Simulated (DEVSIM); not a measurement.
Device: Ti/SiO2/p-Si capacitor, at 400 K.

Layer 1 from the left is SiO2, thickness (nm) 2.30. Layer 2 from the left is Si, thickness (nm) 970, Na (cm⁻³) 3.5e17.

Metal gate on the left, work function 4.33 eV. Fixed charge at the semiconductor interface -5.9e10 cm⁻² (in units of +e); no interface traps.

The device is made up for the run: typed textbook-type constants, with dimensions and the other settings drawn at random. Values at 300 K; Nc and Nv go as T^1.5, mobilities as T to minus their exponent, the gap by Varshni's rule with the affinity fixed.

SiO2: gap (eV) 9, affinity (eV) 0.9, permittivity 3.9. Si: gap (eV) 1.124, affinity (eV) 4.05, permittivity 11.7, Nc (cm⁻³) 2.86e19, Nv (cm⁻³) 3.1e19, Varshni α (eV/K) 0.000473, Varshni β (K) 636.

### Question
Estimate by hand the flat-band voltage, the threshold voltage, and compare with a numerical solution.

### Answer

- Flat-band voltage: C = 1.50 μF/cm², work-function difference -0.647 V; VFB = φms − qNf/C = -0.64 V; numerical -0.64 V.
- Threshold voltage: φF = 0.380 V, depletion charge √(4εqNφF) = 2.97e-7 C/cm²; VT = VFB + 2φF + Qd/C = 0.32 V; numerical 0.32 V.

DEVSIM, 1D Poisson equation in equilibrium, Boltzmann statistics, complete ionisation; no quantum confinement or tunnelling. Metal contacts follow the ideal Schottky-Mott rule: no Fermi-level pinning, no interface dipoles.
